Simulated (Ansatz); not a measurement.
Start from AsP in the rock salt structure (space group Fm-3m, No. 225; a = 5.2097 Å; a hypothetical phase, not in the database extracts checked; relaxed with 0.1 eV smearing). Axes: x, y, z lie along the cube axes.

Level of theory: PBE (Ansatz, an electronic-structure program; PAW; 420 eV plane waves; without spin-orbit coupling).

A first run, uniaxial strain ε_xx = +1.47 %, gives secant values C11 ≈ 200 GPa and C12 ≈ 22 GPa from its stress. A second run applies isotropic strain −1.17 %.

Question: What does linear elasticity predict for the bulk modulus −ΔP/(ΔV/V₀) in the second run, and what does the run give?

Answer: Linear elasticity: (C11 + 2 C12)/3 = 81 GPa. The run gives 96 GPa; any difference comes from nonlinear terms at these strains and numerical noise.

Stability against distortions was not tested. The final runs are not spin-polarised.
